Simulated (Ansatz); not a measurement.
# A computed series for BAs: response to strain

Start from BAs in the zinc blende structure (space group F-43m, No. 216; a = 4.768 Å). Axes: x, y, z lie along the cube axes.

Strains are applied to the cell and any free atomic positions relax.

Computed with Kohn–Sham DFT with the PBEsol functional, run in Ansatz (a quantum-chemistry and plane-wave program) with PAW and 420 eV plane waves, spin-orbit coupling left out.

Notes on the quantities. energy relative to the base: free energy F.

```csv
variant,band gap,energy relative to the base,gap character,smallest direct gap,electron mass
base,1.08 eV,0 meV/atom,–,3.25 eV,"1.1 mₑ along k, 0.21 mₑ across (off the special points)"
uniaxial strain ε_xx = −3.52 %,0.50 eV,+15 meV/atom,"indirect, Γ → Γ–M (78 % along)",2.92 eV,"1.1 mₑ along k, 0.21 mₑ across (off the special points)"
uniaxial strain ε_xx = +4.37 %,0.81 eV,(withheld),"indirect, Γ → Γ–X (82 % along)",2.98 eV,"1.0 mₑ along k, 0.22 mₑ across (off the special points)"
uniaxial strain ε_yy = +2.08 %,0.95 eV,+5.0 meV/atom,"indirect, Γ → Γ–X (82 % along)",3.12 eV,"1.1 mₑ along k, 0.21 mₑ across (off the special points)"
uniaxial strain ε_zz = −2.72 %,0.64 eV,+8.9 meV/atom,"indirect, Γ → Γ–M (78 % along)",(withheld),"1.1 mₑ along k, 0.21 mₑ across (off the special points)"
uniaxial strain ε_zz = +4.86 %,0.78 eV,+27 meV/atom,"indirect, Γ → Γ–X (82 % along)",(withheld),"1.0 mₑ along k, 0.22 mₑ across (off the special points)"
```

Task: Fill in the withheld entries from the trend.

Result: 
- uniaxial strain ε_xx = +4.37 %, energy relative to the base: +22 meV/atom
- uniaxial strain ε_zz = −2.72 %, smallest direct gap: 3.00 eV
- uniaxial strain ε_zz = +4.86 %, smallest direct gap: 2.95 eV

Masses are band curvatures over ±0.01 Å⁻¹ around the edge. Along k means along the line from Γ to the band edge. Stability against distortions was not tested. Labels are those of the standard path for the cell's own space group.
